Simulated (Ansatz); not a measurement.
Results of rVV10 (plane waves, PAW; Ansatz, a program for electronic structure) for ZrAl3 (I4/mmm, No. 139).

Settings: plane-wave cutoff 520 eV, 20×20×20 k mesh, Fermi–Dirac smearing 0.05 eV, scalar-relativistic PAW data made under PBE.

Equation-of-state points:

```json
[
 {"V (Å³/atom)": "16.764", "E − E_lowest (meV/atom)": "9.69", "P (GPa)": "4.60"},
 {"V (Å³/atom)": "17.113", "E − E_lowest (meV/atom)": "2.34", "P (GPa)": "2.18"},
 {"V (Å³/atom)": "17.462", "E − E_lowest (meV/atom)": "0.00", "P (GPa)": "0.00"},
 {"V (Å³/atom)": "17.811", "E − E_lowest (meV/atom)": "2.18", "P (GPa)": "-1.97"},
 {"V (Å³/atom)": "18.160", "E − E_lowest (meV/atom)": "8.44", "P (GPa)": "-3.74"}
]
```

**Question.** Estimate the bulk modulus from the pressures at 17.113 and 17.811 Å³/atom, and compare it with a fit to all energies.

**Answer.** B = −V dP/dV. Between V = 17.113 and 17.811 Å³/atom, dP/dV = (-1.97 − (2.18))/(17.811 − 17.113) = -5.95 GPa per Å³/atom; at the midpoint 17.462 Å³/atom this gives B ≈ 104 GPa. The third-order Birch–Murnaghan fit gives V0 = 17.462 Å³/atom, B0 = 104 GPa, B′ = 4.2, which lies within 1 % of that estimate.

Shape and atoms are relaxed at each volume.

Note: the bulk modulus comes from volumes at which shape and atoms were relaxed.

The computed numbers hold no vibrational or temperature effects.
